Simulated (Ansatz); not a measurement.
BN (Cm, No. 8, 8 atoms in the cell; start mp-1599; a measured phase of this formula has another space group) was calculated with r²SCAN in Ansatz (PAW).

Settings: plane-wave cutoff 560 eV, 14×14×8 k mesh (along the axes of the cell as run), Fermi–Dirac smearing 0.01 eV, scalar-relativistic PAW data made under PBE.

Cell (relaxed at this level):

```
BN
1.0
    6.51688    -1.25043    -0.02086
    6.51688     1.25043    -0.02086
   -0.05360     0.00000     4.36994
B N
4 4
Cartesian
 -0.05307   0.00000   4.36489
  2.58529   0.00000   1.86385
 11.26404   0.00000   1.62286
  6.90234   0.00000   2.15740
 12.76382   0.00000   1.45644
  6.55012   0.00000   3.66367
  8.40855   0.00000   1.91740
  4.05023   0.00000   1.70054
```

Task: What does this level give for the band gap, smallest direct gap on the k points sampled and Γ–Γ gap?

Result: 
- band gap = 1.99 eV
- smallest direct gap on the k points sampled = 2.00 eV
- Γ–Γ gap = 5.59 eV

The result took around 2.1 core-minutes (rough).

A start named mp-… is a Materials Project structure, which need not be a measured phase.

Ansatz is an electronic-structure program.
